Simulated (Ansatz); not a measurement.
```
CELL_PARAMETERS angstrom
      0.00000     2.60063     2.60063
      2.60063     0.00000     2.60063
      2.60063     2.60063     0.00000
ATOMIC_POSITIONS crystal
  Se 0.25000 0.25000 0.25000
  Be 0.00000 0.00000 0.00000
```

No spin polarisation.

Method: PBE in Ansatz (plane waves to 420 eV, PAW, without spin-orbit coupling). Settings: 11×11×11 k-points, 0.05 eV Fermi–Dirac smearing.

Question: What is the computed smallest direct gap?

Answer: 4.12 eV.

Question: What electron mass does the calculation give?

Answer: 0.90 mₑ along k, 0.27 mₑ across (at X).

Load acts through the strain it causes; cell and atoms are relaxed under it. Masses are band curvatures over ±0.01 Å⁻¹ around the edge. Along k means along the line from Γ to the band edge. Whether these cells are dynamically stable was not tested. The cell was made from BeSe in the zinc blende structure (space group F-43m, No. 216) by this change: pressure −1 GPa.

Ansatz is a first-principles code.
